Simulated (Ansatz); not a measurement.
**LiNbO3 under a change: uniaxial stress, 1 GPa compression along x**

Take LiNbO3 (space group R3c, No. 161) as the base.

```xyz
10
Lattice="2.5687 1.4831 4.6282 -2.5687 1.4831 4.6282 0.0000 -2.9661 4.6282" Properties=species:S:1:pos:R:3 pbc="T T T"
Li     0.0000     0.0000     9.7495
Li     0.0000     0.0000     2.8072
Nb     0.0000     0.0000    13.6650
Nb     0.0000     0.0000     6.7227
O     -0.6526     1.4375     8.1613
O      1.5712    -0.1536     8.1613
O     -0.9186    -1.2839     8.1613
O      0.9975     1.3295     5.8471
O      0.6526    -1.5286     5.8471
O     -1.6501     0.1991     5.8471
```

Cartesian axes are those of the cell as printed.

It is then changed as follows: uniaxial stress, 1 GPa compression along x, with the cell and atoms free to relax against it.

The values are results of r2SCAN (Ansatz, a program for electronic structure; PAW; 500 eV plane waves; no spin-orbit coupling), not measurements. k-mesh 8×8×8 (Γ-centred); smearing 0.05 eV (Fermi–Dirac).

The volume per atom drops by 0.03 Å³, from 10.58 Å³ to 10.55 Å³ and the shortest interatomic distance falls by 0.005 Å (1.879 Å → 1.874 Å). The energy hardly moves and the band gap stays 4.00 eV (an upper bound: an edge found on the path is not a true extremum; the base alone). The strain response (xx, yy, zz) comes out as (−0.57, +0.14, +0.13) %.

Final structure:

```
CELL_PARAMETERS angstrom
      2.55412     1.48836     4.63529
     -2.55412     1.48836     4.63529
      0.00000    -2.96714     4.63223
ATOMIC_POSITIONS crystal
  Li 0.70267 0.70130 0.70193
  Li 0.20130 0.20267 0.20193
  Nb 0.98254 0.98426 0.98590
  Nb 0.48426 0.48254 0.48590
  O  0.62129 0.87785 0.26375
  O  0.87704 0.26561 0.62170
  O  0.26538 0.62148 0.87642
  O  0.76561 0.37704 0.12170
  O  0.37785 0.12129 0.76375
  O  0.12148 0.76538 0.37642
```

Cost of the whole job for the changed cell (relaxation, final SCF and bands): around 40 core-minutes (rough).

Stability under load was not tested beyond the relaxation.
